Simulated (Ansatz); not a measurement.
**Carrier properties of SiC under load (space group P6_3mc)**

Input:

```xyz
4
Lattice="3.0787 0.0000 0.0000 -1.5394 2.6663 0.0000 0.0000 0.0000 5.0010" Properties=species:S:1:pos:R:3 pbc="T T T"
Si     0.0000     1.7775    -0.0050
Si     1.5394     0.8888     2.4955
C      0.0000     1.7775     1.8804
C      1.5394     0.8888     4.3809
```

These are PBE with spin-orbit coupling, rigid bands (plane waves, PAW; Ansatz, a quantum-chemistry and plane-wave program) values and carry that method's errors. Condition of this run: uniaxial stress along c of 5 GPa (compression positive) (the target of the relaxation). Geometry: cell and atoms relaxed with PBEsol, then loaded as said.

- band gap = 2.34 eV
- electron conductivity mass (300 K, dilute) = 0.44 (x), 0.44 (y), 0.26 (z) mₑ
- hole conductivity mass (300 K, dilute) = 1.45 (x), 1.45 (y), 1.02 (z) mₑ
- effective density of states N_c (300 K) = 1.1e19 cm⁻³
- effective density of states N_v (300 K) = 9.0e19 cm⁻³
- density-of-states mass, electrons = 0.57 mₑ
- density-of-states mass, holes = 2.3 mₑ
- Seebeck coefficient, n-type 1e19 cm⁻³, 300 K = -232 μV/K
- Seebeck coefficient, p-type 1e19 cm⁻³, 300 K = 418 μV/K
- best p-type power factor at 300 K for τ = 10 fs (best axis; densities from 1e16 to 1e21 cm⁻³ tried, whether or not they can be reached) = 16.3 μW/(cm·K²) at 3e20 cm⁻³

Rigid bands; masses and Seebeck coefficients take one relaxation time τ for all states and one kind of carrier; polarons and phonon drag are left out. Geometry: cell and atoms relaxed with PBEsol.
